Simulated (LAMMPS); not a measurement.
Consider ZnSe (zinc blende) with 50 % of Se sites S, 4096 atoms, at 1330 K and 0 GPa, heated as the crystal in molecular dynamics.

Computed with classical MD, pair style sw, file CdTeZnSeHgS0.sw; code LAMMPS.

```csv
angle (°),"probability per degree, S-Zn-Se","probability per degree, S-Zn-S","probability per degree, Se-Zn-Se"
76.50,0.0000,0.0000,0.0000
79.50,0.0000,0.0000,0.0001
82.50,0.0001,0.0000,0.0001
85.50,0.0002,0.0001,0.0007
88.50,0.0008,0.0008,0.0013
91.50,0.0024,0.0021,0.0047
94.50,0.0066,0.0058,0.0104
97.50,0.0137,0.0104,0.0215
100.5,0.0262,0.0229,0.0327
103.5,0.0398,0.0330,0.0479
106.5,0.0536,0.0455,0.0575
109.5,0.0567,0.0531,0.0539
112.5,0.0497,0.0530,0.0430
115.5,0.0394,0.0436,0.0305
118.5,0.0230,0.0294,0.0161
121.5,0.0124,0.0180,0.0074
124.5,0.0056,0.0091,0.0038
127.5,0.0018,0.0042,0.0012
130.5,0.0009,0.0017,0.0003
133.5,0.0003,0.0006,0.0001
136.5,0.0001,0.0001,0.0000
139.5,0.0000,0.0000,0.0000
```

The data show:
- state found: crystal; no diffusion seen in 30 ps
- most common S-Zn-Se angle: in the 3° bin centred on 109.5° (mean of all 109°)
- most common S-Zn-S angle: in the 3° bin centred on 109.5° (mean of all 111°)
- most common Se-Zn-Se angle: in the 3° bin centred on 106.5° (mean of all 107°)

Caution: the random arrangement on this lattice is imposed, and need not be a phase that exists in equilibrium. Caution: a run this short can hold a crystal over, or a liquid under, the potential's melting point.
